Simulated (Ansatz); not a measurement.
MgS (Fm-3m), HSE06 with spin-orbit coupling, rigid bands (Ansatz, an electronic-structure program): N_c = 1.63e19 cm⁻³ at 300 K and an electron conductivity mass of 0.347 mₑ.

Q: For 1e16 electrons per cm³ at 300 K, place the Fermi level, estimate the Seebeck coefficient of a parabolic band with constant τ, and give mobility and conductivity for τ = 20 fs.

A: The level lies k_BT ln(N_c/n) = 0.191 eV below the conduction-band minimum. S ≈ −(k_B/e)[ln(N_c/n) + 5/2] = -853 μV/K, against -849 μV/K from the full bands (mean over directions). μ = eτ/m = 101 cm²/(V·s) and σ = neμ = 0.162 S/cm. τ is assumed, not computed.

Band transport and this doping are assumed; polarons and phonon drag are left out. Geometry: cell and atoms relaxed with PBEsol.
